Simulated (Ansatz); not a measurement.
# Effect of biaxial strain −2.08 %, plane normal [111], relaxed out of plane on SnTe

Base system: SnTe in the rock salt structure (space group Fm-3m, No. 225; a = 6.235 Å). Axes: x, y, z lie along the cube axes.

The change: compressive biaxial strain of 2.08 % in the plane normal to [111], as in epitaxy on a mismatched substrate; the out-of-plane cell vector and the atoms relax.

Computed with Ansatz (a program for electronic structure), LDA, PAW, cutoff 420 eV, without spin-orbit coupling. Γ-centred 9×9×9 mesh, Fermi–Dirac width 0.05 eV.

The volume per atom shrinks by 0.59 Å³ (30.30 Å³ → 29.71 Å³) and the space group goes from Fm-3m (No. 225) to R-3m (No. 166). The shortest interatomic distance decreases by 0.019 Å, from 3.117 Å to 3.098 Å and the energy rises by 6.0 meV/atom. The band gap becomes zero (base: 0.16 eV) (uncertain: the edges found look like a band crossing or inverted bands; the base alone) and the out-of-plane strain comes out as +2.27 % (rough). The mean in-plane stress (compression positive) amounts to +1.5 GPa (rough).

A case with no gap was solved on a k-mesh chosen for an insulator, which is coarse for it. Without a gap, meshes like the base's 9×9×9 leave anisotropic stresses uncertain by several tenths of a GPa, and small strain energies with them. Spin-orbit coupling, missing from the scalar runs, can matter with Te. Whether these cells are dynamically stable was not tested. All final runs are without spin polarisation. A zero or small gap of SnTe can be the functional's error rather than a property of the material.
